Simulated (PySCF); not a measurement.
PySCF 2.14.0, PBE0/def2-svp, df: Si(F)(Vi)(OH)(NH2) (C=C[Si](N)(O)F), 12 atoms. The geometry is a generated start, not checked to be a minimum at this level.

```
Property                       Value
-------------------  ---------------
task                          energy
method                          pbe0
basis                       def2-svp
two-electron scheme  density fitting
mol.max_memory               3000 MB
mf.max_cycle                     100
mf.conv_tol          1e-09 (default)
mf.grids.level           3 (default)
basis functions                  118
grid points                   148512
```

```xyz
12

C      1.8598    -0.3521     0.6336
C      1.0807    -0.5845    -0.4111
Si    -0.7275    -0.1013    -0.5508
N     -0.9857     1.3860     0.2684
O     -1.7981    -1.2074    -0.0461
F     -1.0864    -0.0528    -2.1232
H      1.4974     0.1634     1.5072
H      2.8942    -0.6571     0.6605
H      1.5061    -1.1016    -1.2629
H     -1.9305     1.7147     0.3826
H     -0.3801     2.1633     0.0602
H     -1.9299    -1.3706     0.8815
```

With the defaults (mf.diis = true, mf.diis_space = 8, mf.init_guess = minao, mf.diis_damp = 0, mf.damp = 0, mf.diis_start_cycle = 1, newton = off, mf.DIIS = CDIIS) it converges in 12 Fock builds. One run each on 2 threads, 1 BLAS thread, with these changes:
- mf.diis = false, mf.damp = 0.7, mf.diis_start_cycle = 999
- mf.diis = false
- mf.init_guess = atom
- mf.diis_damp = 0.3
- mf.DIIS = EDIIS
- mf.init_guess = sap
- newton = Hessian by the SCF's own integrals
- mf.init_guess = huckel
- mf.diis_space = 20

Problem. Name the settings that don't reach the solution of the defaults.

Solution. No convergence: mf.diis = false (the run ends without SCF convergence in 100 cycles). The rest reach the solution of the defaults.

```csv
setting,Fock builds,end
the defaults,12,same solution
mf.diis_space = 20,12,same solution
mf.diis_damp = 0.3,12,same solution
mf.init_guess = atom,12,same solution
mf.init_guess = sap,15,same solution
mf.init_guess = huckel,16,same solution
newton = Hessian by the SCF's own integrals,26,same solution
"mf.diis = false, mf.damp = 0.7, mf.diis_start_cycle = 999",28,same solution
mf.DIIS = EDIIS,100,same solution
mf.diis = false,101,no convergence
```

Under newton the count holds the products with the orbital Hessian.
